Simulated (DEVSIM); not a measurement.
Device: Co/AlN/p-Si capacitor, at 250 K.

| layer (left to right) | material | thickness (nm) | Na (cm⁻³) |
|---|---|---|---|
| 1 | AlN | 19.0 | - |
| 2 | Si | 4700 | 7.5e15 |

Metal gate on the left, work function 5 eV. Fixed charge at the semiconductor interface -1.2e11 cm⁻² (in units of +e); no interface traps.

The device is made up for the run: typed textbook-type constants, with dimensions and the other settings drawn at random. Values at 300 K; Nc and Nv go as T^1.5, mobilities as T to minus their exponent, the gap by Varshni's rule with the affinity fixed.

```tsv
parameter	AlN	Si
gap (eV)	6.1	1.124
affinity (eV)	1.9	4.05
permittivity	8.5	11.7
Nc (cm⁻³)	-	2.86e19
Nv (cm⁻³)	-	3.1e19
Varshni α (eV/K)	-	0.000473
Varshni β (K)	-	636
```

Simulated with DEVSIM: 1D Poisson equation in equilibrium, Boltzmann statistics, complete ionisation; no quantum confinement or tunnelling. Metal contacts follow the ideal Schottky-Mott rule: no Fermi-level pinning, no interface dipoles.

Task: Tabulate band edges, carrier densities and field at 0.6 V on the gate.

Result: Energies count from the Fermi level of the right contact; mesh points crowd at the junctions.

```
x (μm)    Ec (eV)  Ev (eV)  n (cm⁻³)  p (cm⁻³)  field (V/cm)
--------  -------  -------  --------  --------  ------------
0.000       2.500   -3.600     < 1e2     < 1e2         70000
0.001545    2.511   -3.589     < 1e2     < 1e2         70000
0.004705    2.533   -3.567     < 1e2     < 1e2         70000
0.01127     2.579   -3.521     < 1e2     < 1e2         70000
0.01712     2.620   -3.479     < 1e2     < 1e2         70000
0.01880     2.632   -3.468     < 1e2     < 1e2         70000
0.02020     0.488   -0.648     3.2e9   2000000         32000
0.02532     0.504   -0.632     1.5e9   4300000         32000
0.03590     0.537   -0.599     3.2e8     2.0e7         31000
0.06142     0.611   -0.525     1.0e7     6.3e8         28000
0.1230      0.760   -0.376     10000    6.1e11         21000
0.3507      0.958   -0.178     < 1e2    6.2e15           960
0.8211      0.963   -0.173     < 1e2    7.5e15           ≈ 0
1.892       0.963   -0.173     < 1e2    7.5e15           ≈ 0
3.810       0.963   -0.173     < 1e2    7.5e15           ≈ 0
4.330       0.963   -0.173     < 1e2    7.5e15           ≈ 0
4.559       0.963   -0.173     < 1e2    7.5e15           ≈ 0
4.653       0.963   -0.173     < 1e2    7.5e15           ≈ 0
4.699       0.963   -0.173     < 1e2    7.5e15           ≈ 0
4.711       0.963   -0.173     < 1e2    7.5e15           ≈ 0
4.716       0.963   -0.173     < 1e2    7.5e15           ≈ 0
4.719       0.963   -0.173     < 1e2    7.5e15           ≈ 0
```
